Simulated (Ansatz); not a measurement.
InP (F-43m) under hydrostatic pressure: hole conductivity mass by PBEsol with spin-orbit coupling, rigid bands (plane waves, PAW; Ansatz, a first-principles code). The unloaded cell, whose axes the loads refer to:

```
InP
1.0
    0.00000     2.93940     2.93940
    2.93940     0.00000     2.93940
    2.93940     2.93940     0.00000
In P
1 1
Direct
  0.00000   0.00000   0.00000
  0.25000   0.25000   0.25000
```

| hydrostatic pressure (GPa) | volume per atom (Å³) | hole conductivity mass (mₑ) |
|---|---|---|
| -2 | 26.23 | 0.583 |
| 0 | 25.40 | 0.558 |
| 2 | 24.69 | 0.539 |
| 10 | 22.64 | ? |

Question: Fit a straight line to ln(hole conductivity mass) against the load over the rows given, and predict the row at 10 GPa.

Answer: The means are x̄ = 0.000 GPa and ȳ = -0.5803; Σ(x − x̄)(y − ȳ) = -0.1569 and Σ(x − x̄)² = 8.000, so the slope is -1.96 % per GPa, and the rows given lie within 0.31 % of the line. At 10 GPa the line gives 0.460 mₑ; the calculation gives 0.486 mₑ, 5.3 % from it, so the trend bends or changes character over this range.

Masses are for dilute carriers at 300 K, harmonic means over directions unless an axis is named. Stresses and pressures are the targets of the relaxation. The structure type is held at every load. Geometry: cell and atoms relaxed with PBEsol.
